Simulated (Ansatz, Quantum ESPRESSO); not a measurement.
**One structure in several programs: Nb3Sb (Pm-3n, 8 atoms in the cell)**

Self-consistent single point.

```xyz
8
Lattice="5.3025 0.0000 0.0000 0.0000 5.3025 0.0000 0.0000 0.0000 5.3025" Properties=species:S:1:pos:R:3 pbc="T T T"
Nb     1.3256     0.0000     2.6512
Nb     3.9769     0.0000     2.6512
Nb     2.6512     3.9769     0.0000
Nb     2.6512     1.3256     0.0000
Nb     0.0000     2.6512     3.9769
Nb     0.0000     2.6512     1.3256
Sb     0.0000     0.0000     0.0000
Sb     2.6512     2.6512     2.6512
```

Shared settings, as Ansatz (a program for electronic structure) writes them: kpoints.mp_grid.grid = 7 7 7; scf.occupations.method = fermi_dirac; scf.occupations.width = 0.1 eV. Potentials and cutoffs stand in the table.

```json
[
 {"code": "Ansatz", "model": "LDA (PW92), PAW files made with PBE", "pressure (GPa)": "-9.83", "cutoff": "default"},
 {"code": "Quantum ESPRESSO", "model": "LDA (PW92), PseudoDojo standard norm-conserving (LDA) pseudopotentials", "pressure (GPa)": "-9.62", "cutoff": "85 Ry"}
]
```

On Ansatz's run: spin-orbit coupling is off. Spin polarisation is off.

The spread over the programs that give each value: pressure within 0.21 GPa.

Ansatz's pressure is given at a fixed set of plane waves, as the other plane-wave codes print theirs.

On the base mesh (5 5 5) the same programs gave: Ansatz pressure -9.73 GPa; Quantum ESPRESSO pressure -9.52 GPa.

The starting cell comes from a database of computed structures (which also holds hypothetical and non-ambient phases and stackings), without a prior relaxation at this level. Its lattice was rescaled by a random factor within 2.5 % of one.

Keys are those of Ansatz 0.2.
